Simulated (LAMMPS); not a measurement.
Simulation of a melt made from Cu (fcc), 2048 atoms, at 2170 K and 0 GPa, brought to that temperature within a few picoseconds.

Computed with classical MD, pair style adp, file AlCu.adp (LAMMPS).

```
t (ps)  MSD (Å²)
------  --------
0.1000     0.484
0.2000      1.04
0.3000      1.60
0.4000      2.16
0.5000      2.72
0.6000      3.29
0.7000      3.86
0.8000      4.44
0.9000      5.02
1.100       6.21
1.300       7.39
1.500       8.57
1.700       9.74
2.000       11.5
2.300       13.3
2.700       15.7
3.200       18.6
3.700       21.6
4.300       25.1
5.000       29.3
5.800       34.0
6.800       39.9
7.900       46.5
9.200       54.3
10.70       63.3
12.50       74.1
14.50       86.1
16.90        101
19.60        117
22.80        136
26.60        159
30.90        184
36.00        215
```

Problem. Read off the state found, the self-diffusion coefficient of Cu (not corrected for cell size).

Solution. In three dimensions D is one sixth of the slope of the MSD at long times (fitted over 20 to 60 % of the run); 1 Å²/ps is 1e-4 cm²/s. state found: liquid; self-diffusion coefficient of Cu (not corrected for cell size): (10.0 ± 0.2) × 10^-5 cm²/s.
